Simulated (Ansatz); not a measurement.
# Cs in the fcc (Cu type) structure (space group Fm-3m, No. 225)

```cif
data_Cs
_chemical_formula_sum 'Cs1'
_space_group_name_H-M_alt 'P 1'
_space_group_IT_number 1
_cell_length_a 5.35787
_cell_length_b 5.35787
_cell_length_c 5.35787
_cell_angle_alpha 60.000
_cell_angle_beta 60.000
_cell_angle_gamma 60.000
loop_
_space_group_symop_operation_xyz
  'x, y, z'
loop_
_atom_site_label
_atom_site_type_symbol
_atom_site_fract_x
_atom_site_fract_y
_atom_site_fract_z
_atom_site_occupancy
Cs1 Cs 0.00000 0.00000 0.00000 1
```

Calculations: Ansatz (a quantum-chemistry and plane-wave program), PBEsol, PAW, cutoff 420 eV, without spin-orbit coupling. Γ-centred 11×11×11 mesh, Fermi–Dirac width 0.05 eV.

```yaml
volume_per_atom: 108.76 Å³
density: 2.03 g/cm³
band_gap: zero
total_energy: -5585.795 eV/atom (σ→0; compares only within this code and set-up)
```

Whether these cells are dynamically stable was not tested. The final runs are not spin-polarised. This is not the structure that Cs has at room temperature and ambient pressure.
